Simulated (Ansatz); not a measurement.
Thermal expansion of GaSb (zinc blende, F-43m)

Method: the quasi-harmonic free energy, DFT at the r2SCAN level (Ansatz, a first-principles code); phonon mesh 4×4×4, k mesh 8×8×8. Dynamical quadrupoles are not included in the interpolation of the phonons between the solved wave vectors. Spin-orbit coupling is not included.

```csv
T (K),α_L (10⁻⁶/K),C_P (J/mol/K),bulk modulus B_T (GPa),γ
50,0.6,18.2,52.9,0.19
100,3.9,34.4,52.7,0.62
150,5.6,41.7,52.3,0.73
200,6.4,45.0,52.0,0.78
250,6.9,46.8,51.6,0.80
300,7.2,47.8,51.2,0.81
350,7.4,48.5,50.8,0.82
400,7.6,48.9,50.4,0.83
450,7.7,49.3,50.0,0.83
500,7.9,49.5,49.7,0.84
550,8.0,49.7,49.3,0.84
600,8.1,49.9,48.9,0.85
650,8.2,50.1,48.5,0.85
700,8.3,50.2,48.1,0.85
750,8.4,50.3,47.7,0.86
```

| Quantity | Value |
|---|---|
| conventional lattice constants at 300 K | a = 6.147 Å |
| entropy at 300 K | 76.3 J/(mol K) |
| adiabatic bulk modulus at 300 K | 51.5 GPa |
| bulk modulus without vibrations | 53.6 GPa |
| zero-point volume expansion | 0.33 % |

Computed at 300 K against measurement: Grüneisen parameter 0.81 computed, 0.75 measured (+8 %; Cormac Toher, Corey Oses, Jose J. Plata et al., Physical Review Materials (2017), arXiv:1611.05714); lattice constant a 6.147 computed, 6.096 measured Å (+0.8 %; I. Vurgaftman, J. R. Meyer, L. R. Ram-Mohan, Journal of Applied Physics (2001), doi:10.1063/1.1368156). The source of the Grüneisen parameter states no temperature.  

Zero-point expansion is included. Terms beyond the volume dependence of harmonic modes are not.

The crystal is held in this phase throughout; melting and phase transitions are not modelled.

The PAW data sets were generated under PBE and serve the other functionals too.
